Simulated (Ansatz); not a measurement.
## Ir under a change: pressure −1 GPa

Base system: Ir in the fcc (Cu type) structure (space group Fm-3m, No. 225; a = 3.8444 Å).

It is then changed as follows: hydrostatic tension (pressure −1 GPa).

The values are results of Ansatz (an electronic-structure program) r2SCAN, scalar-relativistic without spin-orbit coupling, not measurements. Settings: 21×21×21 k-points, 0.05 eV Fermi–Dirac smearing.

* **Density**: 22.41 g/cm³ (base 22.47 g/cm³)
* **Shortest interatomic distance**: 2.721 Å (base 2.718 Å)
* **Enthalpy H = E + PV relative to the base's energy**: -0.09 eV/atom
* **Band gap**: zero (base zero)

Load acts through the strain it causes; cell and atoms are relaxed under it. No phonon test of stability was made. The final runs are not spin-polarised.
